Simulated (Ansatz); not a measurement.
**GaP: tensor shear ε_xy = +1.71 %**

The reference is GaP in the zinc blende structure (space group F-43m, No. 216; a = 5.451 Å). Axes: x, y, z lie along the cube axes.

One thing is altered: tensor shear ε_xy = +1.71 % (engineering shear γ = 0.0342), atoms relaxed at fixed cell.

Level of theory: Ansatz (a quantum-chemistry and plane-wave program), r2SCAN, PAW, cutoff 500 eV, spin-orbit coupling left out. Γ-centred 10×10×10 mesh, Fermi–Dirac width 0.05 eV.

* **Volume per atom**: 20.24 Å³ (base 20.25 Å³)
* **Space group**: Imm2 (No. 44) (base F-43m (No. 216))
* **Shortest interatomic distance**: 2.348 Å (base 2.360 Å)
* **Energy relative to the base (free energy F)**: +5.4 meV/atom
* **Pressure (mean of the normal stresses, compression positive)**: 0.05 GPa (base 0.00 GPa)
* **Band gap**: 1.56 eV (base 1.85 eV)
* **Gap character**: indirect, Γ → X
* **Smallest direct gap**: 2.16 eV (base 2.36 eV)
* **Valence-band top at Γ (three highest levels, from the VBM)**: 0.00, -0.15, -0.27 eV (base 0.00, 0.00, 0.00 eV)
* **Largest internal atomic displacement**: 0.012 Å
* **Stress (xx, yy, zz, yz, xz, xy; compression positive)**: (0.07, 0.07, -0.01, 0.00, 0.00, -2.50) GPa

Final structure:

```
GaP
1.0
    0.04661     2.72566     2.72566
    2.72566     0.04661     2.72566
    2.77226     2.77226     0.00000
Ga P
1 1
Direct
  0.00227   0.00227   0.99773
  0.24773   0.24773   0.25227
```

The cells carry an imposed strain or load. No phonon test of stability was made. Labels are those of the standard path for the cell's own space group.
